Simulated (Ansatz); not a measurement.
Structures of equal composition on the (100) surface of rock-salt TiN: a layer of Al, one atom over each N; a layer of Al, one atom over each Ti. The slabs share one bottom face, and each structure is named by its start. These are constructed structures in small cells; real faces may alloy, dewet or reconstruct in larger ones, and not all known structures of the face are among them. Slabs of about 13 Å, Fermi-Dirac smearing of 0.1 eV. Bottom of the slabs: a bare face, its two planes held. Relaxed from the named starts with such symmetry as they have, on meshes of like density; energies extrapolated to zero smearing; spin only where a row says so; no spin-orbit coupling, no U. Brackets mark spin-polarised runs, whose order is one that fits the cell.

All values below come from PBE (plane waves to 420 eV, PAW; Ansatz, a first-principles code).

### Question
Put the candidates in order of energy per 1x1 cell, lowest first, for PBE.

### Answer
a layer of Al, one atom over each N (0.000 eV), a layer of Al, one atom over each Ti (0.749 eV)
